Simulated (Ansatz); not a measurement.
PBE against PBEsol: hypothetical P6_422 BAs, holes 3.0×10^21 cm⁻³

Consider BAs (space group P6_422, No. 181; a = 3.459 Å, c = 7.482 Å; a hypothetical phase, not in the database extracts checked).

(Cell as relaxed with PBE.)

Levels (all Ansatz, an electronic-structure program, PAW): PBE (420 eV, no spin-orbit coupling); PBEsol (420 eV, no spin-orbit coupling).

Each level relaxes its own structure.

```tsv
base	PBE	PBEsol
volume per atom	12.92 Å³	12.56 Å³
lattice parameter a	3.459 Å	3.429 Å
band gap	0.48 eV	0.31 eV
```

Now apply this change: holes 3.0×10^21 cm⁻³, on a uniform background at fixed cell.

```tsv
quantity	PBE	PBEsol
shift of the gap caused by the change	+0.03 eV	+0.03 eV
Fermi level relative to the doped band's edge (positive inside the band; to 0.05 eV)	+1.15 eV	+1.20 eV
gap between the host's bands	0.51 eV	0.34 eV
gap character	indirect, Γ → M	indirect, Γ → M
```

PBE's Fermi level from band edge lies 0.05 eV below PBEsol's; PBE's gap between the host's bands lies 0.17 eV above PBEsol's; the two agree on the shift of the gap caused by the change and gap character. Neither level is exact; PBEsol is the comparison here, not a measurement.

Charged cell with a jellium background: band edges are those of the host's band count, energies are not comparable with the neutral cell, and many-body gap narrowing is missing. Whether these cells are dynamically stable was not tested. The base started in P3_121 and relaxed to P6_422 at this level.
